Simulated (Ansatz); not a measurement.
Base system: SrPd3O4 (space group Pm-3n, No. 223).

```yaml
crystal:
  lattice:
    - [5.80382, 0.00000, 0.00000]
    - [0.00000, 5.80382, 0.00000]
    - [0.00000, 0.00000, 5.80382]
  atoms:
    - { symbol: Sr, position: [0.50000, 0.50000, 0.50000] }
    - { symbol: Sr, position: [0.00000, 0.00000, 0.00000] }
    - { symbol: Pd, position: [0.75000, 0.00000, 0.50000] }
    - { symbol: Pd, position: [0.25000, 0.00000, 0.50000] }
    - { symbol: Pd, position: [0.50000, 0.25000, 0.00000] }
    - { symbol: Pd, position: [0.50000, 0.75000, 0.00000] }
    - { symbol: Pd, position: [0.00000, 0.50000, 0.25000] }
    - { symbol: Pd, position: [0.00000, 0.50000, 0.75000] }
    - { symbol: O, position: [0.75000, 0.25000, 0.25000] }
    - { symbol: O, position: [0.25000, 0.75000, 0.75000] }
    - { symbol: O, position: [0.25000, 0.25000, 0.75000] }
    - { symbol: O, position: [0.75000, 0.75000, 0.25000] }
    - { symbol: O, position: [0.25000, 0.75000, 0.25000] }
    - { symbol: O, position: [0.75000, 0.25000, 0.75000] }
    - { symbol: O, position: [0.75000, 0.75000, 0.75000] }
    - { symbol: O, position: [0.25000, 0.25000, 0.25000] }
```

Cartesian axes are those of the cell as printed.

The values are results of PBEsol in Ansatz (plane waves to 420 eV, PAW, without spin-orbit coupling), not measurements.

For the base:

| Item | Result |
|---|---|
| Volume per atom | 12.22 Å³ |
| Pressure | 0.0 GPa |

It is then changed as follows: biaxial strain −0.63 %, plane normal [111], relaxed out of plane (Cartesian); in-plane vectors clamped, the third vector and the atoms free.

**Question.** Estimate the effect on the energy relative to the base.

**Answer.** The energy goes up by 0.8 meV/atom.

**Question.** What does the calculation give for the volume per atom after the change?

**Answer.** The volume per atom decreases by 0.08 Å³, from 12.22 Å³ to 12.14 Å³.

**Question.** How does this affect the pressure?

**Answer.** The pressure (mean of the normal stresses, compression positive) goes from zero to 1.2 GPa.

No phonon test of stability was made. No Hubbard U is applied, and correlation can decide whether such a compound is a metal. The final runs are not spin-polarised.

Ansatz is a quantum-chemistry and plane-wave program.
